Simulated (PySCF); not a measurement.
PySCF 2.14.0, CCSD (frozen core)/cc-pvdz: Mg(Cl)(SH)(NH3)2 ([NH3]->[Mg](<-[NH3])([SH])[Cl]), 12 atoms. The geometry is a generated start, not checked to be a minimum at this level.

```yaml
task: ccsd
basis: cc-pvdz
two_electron_scheme: exact four-centre integrals
frozen_core: true
mf.init_guess: minao (default)
mf.DIIS: CDIIS (default)
mf.diis_space: 8 (default)
mf.conv_tol: 1e-09 (default)
basis functions (reference run): 117
```

On 4 threads, 1 BLAS thread. Build: conda-forge: OpenMP (GNU), OpenBLAS with its own threads, libcint, Libxc. One run each, on a shared machine, so no times are given.

Values of mol.max_memory tried: 8000 MB, 4000 MB, 2000 MB, 1000 MB, 500 MB, 300 MB, 200 MB.

Task: What happens as the memory setting falls?

Result: It runs down to 200 MB, the lowest tried, with the same result. At 8000 MB: SCF integrals in memory, transformation in memory. From 1000 MB down: SCF integrals in memory, transformation through a file. From 300 MB down: direct SCF, transformation through a file.

| mol.max_memory | path | peak memory |
|---|---|---|
| 8000 MB | SCF integrals in memory, transformation in memory | 0.91 GiB |
| 4000 MB | SCF integrals in memory, transformation in memory | 0.91 GiB |
| 2000 MB | SCF integrals in memory, transformation in memory | 0.91 GiB |
| 1000 MB | SCF integrals in memory, transformation through a file | 1.2 GiB |
| 500 MB | SCF integrals in memory, transformation through a file | 1.2 GiB |
| 300 MB | direct SCF, transformation through a file | 1.0 GiB |
| 200 MB | direct SCF, transformation through a file | 1.0 GiB |

Peak memory is the kernel's count for the largest process, libraries included and scratch files not. The peak passes the setting at 1000 MB, 500 MB, 300 MB, 200 MB: it is no hard cap.
